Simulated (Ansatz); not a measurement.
The starting structures come from a database of crystals and need not be the phases stable at ambient conditions.

 Where the default PAW files enter, the runs use the earlier of Ansatz's two default sets.

Tunnelling through a barrier is set by its complex band structure: the current falls as exp(−2κd) with the smallest κ.

```xyz
8
Lattice="4.7086 0.0000 0.0000 0.0000 6.6590 0.0000 0.0000 3.3295 3.2296" Properties=species:S:1:pos:R:3 pbc="T T T"
Si     1.5895     7.2422     1.6148
Si     3.9438     4.4110     0.0000
Si     3.1191     4.9942     2.6639
Si     0.7648     3.3295     2.1805
Ru     2.9636     2.5265     1.6148
Ru     0.6093     2.4677     0.0000
Ru     1.7450     4.9942     0.7789
Ru     4.0993     6.6590     0.8359
```

Space group of this cell: P2_1. The cell is strained (lengths along the current scaled by 0.97, ions clamped); by r2SCAN its mean pressure is 8.4 GPa.

Transport runs along the normal of the first two printed cell vectors.

The gap is the functional's own. No spin-orbit coupling. Mid-gap values are interpolated on the energy grid.

Q: Estimate the band gap and the smallest decay constant κ at mid-gap that r2SCAN in Ansatz (an electronic-structure program) returns for this system.

A: Gap 0.26 eV on a 6×8×10 mesh; κ = 0.114 1/Å, at (0.000, 0.167) of the in-plane reciprocal vectors. At the zone centre, at the nearest computed energy, the slowest state has κ = 0.12 1/Å.
